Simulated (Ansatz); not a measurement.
## Ir under a change: pressure 2.1 GPa

The reference is Ir in the fcc (Cu type) structure (space group Fm-3m, No. 225; a = 3.844 Å).

Modification: cell and atoms relaxed at a pressure of 2.1 GPa.

Level of theory: plane-wave PAW DFT at the r2SCAN level (Ansatz, an electronic-structure program, 500 eV), no SOC. Settings: 21×21×21 k-points, 0.05 eV Fermi–Dirac smearing.

- Lattice parameter a: 3.837 Å (base 3.844 Å)
- Shortest interatomic distance: 2.713 Å (base 2.718 Å)
- Enthalpy H = E + PV relative to the base's energy: +0.19 eV/atom
- Band gap: zero (base zero)

Cost of the whole job for the changed cell (relaxation, final SCF and bands): around 40 core-seconds (rough).

Load acts through the strain it causes; cell and atoms are relaxed under it. Whether these cells are dynamically stable was not tested. All final runs are without spin polarisation.
